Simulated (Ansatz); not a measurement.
Start from Mo in the bcc (W type) structure (space group Im-3m, No. 229; a = 3.1607 Å).

Method: PBE, PAW, 420 eV (Ansatz, a program for electronic structure; no spin-orbit coupling).

Base values:

The pressure comes out as 0.0 GPa.

The change: the cell is scaled by 0.9715 in all directions, atoms relaxed at fixed cell.

How does this affect the pressure and energy relative to the base?

The pressure goes from zero to 27.1 GPa; the energy grows by 103 meV/atom.

The cells carry an imposed strain or load. No phonon test of stability was made. All final runs are without spin polarisation.
